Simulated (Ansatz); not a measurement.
Worked example: self-consistent single point of LaCu2 (P6mm, 3 atoms in the cell) in Ansatz (a program for electronic structure).

Computed with PBEsol, default PAW files made with PBE (plane waves; Ansatz).

```
CELL_PARAMETERS angstrom
      4.31319     0.00000     0.00000
     -2.15659     3.73533     0.00000
      0.00000     0.00000     3.86251
ATOMIC_POSITIONS crystal
  La 0.00000 0.00000 0.01294
  Cu 0.33333 0.66667 0.50000
  Cu 0.66667 0.33333 0.50000
```

Reference input (self-consistent single point, DFT, PBEsol, plane waves, default PAW files made with PBE): basis.ecutwfc = 420 eV; kpoints.mp_grid.grid = 9 9 9; hamiltonian.xc = pbesol; hamiltonian.pseudopotentials = {kind: paw} (the program's default PAW files); scf.occupations.method = fermi_dirac; scf.occupations.width = 0.1 eV. This run's input differs from it in these lines:

Ansatz 0.2 input:
```diff
@@ -13,3 +13,3 @@
   mp_grid:
-    grid: [9, 9, 9]
+    grid: [8, 8, 8]
 hamiltonian:
@@ -21,3 +21,3 @@
     method: fermi_dirac
-    width: 0.1 eV
+    width: 0.02 eV
 output:
```

Output, abridged:

```
SCF iter   1: F=—  HF=-19339.298059 eV  |F-HF|=—  |Δ(HF+E_count)|=         —  Δρ=1.69e-2  dr2=1.18e-1  ethr=1.77e-3  ⟨swp⟩=5.6  Hψ=5189  notcnv=0
all-band conjugate gradients solve this SCF's bands
preconditioner: auto → Kerker (q_TF=auto, 2.622 Å⁻¹)
SCF iter   2: F=—  HF=-19339.281616 eV  |F-HF|=—  |Δ(HF+E_count)|=   1.64e-2  Δρ=2.02e-3  dr2=1.88e-3  ethr=2.40e-4  ⟨swp⟩=2.0  Hψ=2736  notcnv=0  defer=40
   [... lines left out ...]
SCF iter   4: F=—  HF=-19339.279270 eV  |F-HF|=—  |Δ(HF+E_count)|=   5.08e-4  Δρ=4.82e-4  dr2=2.58e-4  ethr=3.85e-6  ⟨swp⟩=2.1  Hψ=1860  notcnv=0  defer=41
SCF iter   5: F=—  HF=-19339.279231 eV  |F-HF|=—  |Δ(HF+E_count)|=   3.92e-5  Δρ=1.28e-4  dr2=1.30e-5  ethr=5.26e-7  ⟨swp⟩=2.0  Hψ=2019  notcnv=0  defer=41
SCF iter   6: F=—  HF=-19339.279246 eV  |F-HF|=—  |Δ(HF+E_count)|=   1.57e-5  Δρ=1.97e-5  dr2=3.47e-7  ethr=2.66e-8  ⟨swp⟩=2.0  Hψ=2452  notcnv=0  defer=41
SCF iter   7: F=-19339.279246 eV  HF=-19339.279246 eV  |F-HF|=9.75e-10  |Δ(HF+E_count)|=   1.01e-7  Δρ=3.17e-6  dr2=5.06e-9  ethr=2.04e-10  ⟨swp⟩=7.6  Hψ=6679  notcnv=0
SCF 1 converged in 7 iterations: F = -19339.279246 eV  dr2 = 5.06e-9
Free energy (F): -19339.279246 eV
Internal energy: -19339.277240 eV  (E = F + TS)
E sigma→0 (E₀):  -19339.278243 eV
Entropy (-TS):   -0.002006 eV (-0.669 meV/atom)
Fermi energy:    12.759065 eV
--- Forces (eV/Å), atoms counted from 1 ---
  atom   1  La     0.00000000     0.00000000    -0.17010096
  atom   2  Cu    -0.00000000     0.00000000     0.08504763
  atom   3  Cu     0.00000000    -0.00000000     0.08504763
--- Stress (GPa, compression-positive) ---
       -3.328322      -0.000000       0.000000
       -0.000000      -3.328322       0.000000
        0.000000      -0.000000      -2.966291
  P = ⅓ Tr σ = -3.2076 GPa (-32.076 kbar)
  The stress holds the Pulay correction. Without it, at fixed plane waves, as pw.x and ABINIT print it: P = -3.2402 GPa
```

The run converged in 7 iterations. Against the reference run the free energy rises by 12.4 meV/atom, the pressure goes from -3.06 to -3.21 GPa and the largest force hardly changes (0.175 to 0.170 eV/Å).

The starting cell comes from a database of computed structures (which also holds hypothetical and non-ambient phases and stackings), without a prior relaxation at this level. Its lattice was rescaled by up to half a per cent. One atom was moved a little off its site on purpose. Spin polarisation is off. With a pressure of about -3 GPa the cell is away from its equilibrium volume at this level. Ansatz's pressure includes its estimate of the finite-basis (Pulay) stress.
